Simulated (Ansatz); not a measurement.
One base run on Cs3BiCl6 (Fm-3m, 10 atoms in the cell) and variants with one or two settings moved

```
CELL_PARAMETERS angstrom
      0.00000     5.91241     5.91241
      5.91241     0.00000     5.91241
      5.91241     5.91241     0.00000
ATOMIC_POSITIONS crystal
  Cs 0.75000 0.75000 0.75000
  Cs 0.25000 0.25000 0.25000
  Cs 0.50000 0.50000 0.50000
  Bi 0.00000 0.00000 0.00000
  Cl 0.77298 0.22702 0.22702
  Cl 0.22702 0.77298 0.77298
  Cl 0.22702 0.77298 0.22702
  Cl 0.77298 0.22702 0.77298
  Cl 0.22702 0.22702 0.77298
  Cl 0.77298 0.77298 0.22702
```

Base run A: PBE0, default PAW files made with PBE run with Ansatz (a program for electronic structure), self-consistent single point.

Its settings: basis.ecutwfc = 30.9 Ry; kpoints.mp_grid.grid = 3 3 3; hamiltonian.xc = pbe0; hamiltonian.pseudopotentials = {kind: paw} (the program's default PAW files); scf.occupations.method = fermi_dirac; scf.occupations.width = 0.0007 Ry.

The starting cell comes from a database of computed structures (which also holds hypothetical and non-ambient phases and stackings), without a prior relaxation at this level. Its lattice was rescaled by a random factor within 2.5 % of one. Spin-orbit coupling is off. Ansatz's pressure includes its estimate of the finite-basis (Pulay) stress. Another mesh or the band path of this cell gives a smaller gap, so this value is not converged in the mesh.

ΔF is the free energy per atom less that of run A. A dash stands where there is no value to compare (another energy zero or no entropy term, no result, no spin, no clean gap, or a mesh too coarse for one). Absolute energies have different zeros for different potentials, functionals, Hubbard and dispersion terms and are not compared across them.

Runs D, F sample the zone with one or two k-points, far too few for so small a cell.

```tsv
run	change	ΔF (meV/atom)	pressure (GPa)	largest force (eV/Å)	gap on the mesh (eV)	k-points
A	base	0.00	0.48	0.076	5.818	4
B	hamiltonian.xc: pbe0 → pbesol [PBEsol]	–	-0.14	0.103	4.082	4
C	hamiltonian.xc: pbe0 → hse06 [HSE06]	–	0.49	0.077	5.105	4
D	kpoints.mp_grid.grid: 3 3 3 → 1 1 1	43.8	1.02	0.105	6.192	1
E	kpoints.mp_grid.grid: 3 3 3 → 2 2 2	0.70	0.49	0.074	5.621	3
F	kpoints.mp_grid.grid: 3 3 3 → 1 1 1; kpoints.mp_grid.shift: default → 0.5 0.5 0.5	31.5	0.85	0.048	5.675	1
G	scf.convergence.dr2_threshold: default (1e-07 eV) → 1e-06 eV	0.00	0.48	0.076	5.818	4
H	scf.mixing.algorithm: default (the program chose MSR1) → anderson; scf.mixing.beta: default → 0.2	0.00	0.48	0.076	5.818	4
I	scf.eigensolver.kind: default (the program chose davidson) → davidson	0.00	0.48	0.076	5.818	4
J	scf.mixing.algorithm: default (the program chose MSR1) → msr1	0.00	0.48	0.076	5.818	4
K	scf.mixing.preconditioner: default (the program chose none) → kerker; scf.mixing.q_tf: default → 0.2	0.00	0.48	0.076	5.818	4
```

Run D against A: The free energy goes up by 43.8 meV/atom, the pressure goes from 0.48 to 1.02 GPa, the largest force goes from 0.076 to 0.105 eV/Å and the gap on the mesh goes from 5.818 to 6.192 eV.

Run G against A: The free energy hardly moves (within 1 meV/atom), the pressure stays at 0.48 GPa, the largest force stays at 0.076 eV/Å and the gap on the mesh stays at 5.818 eV.

Keys are those of Ansatz 0.2.
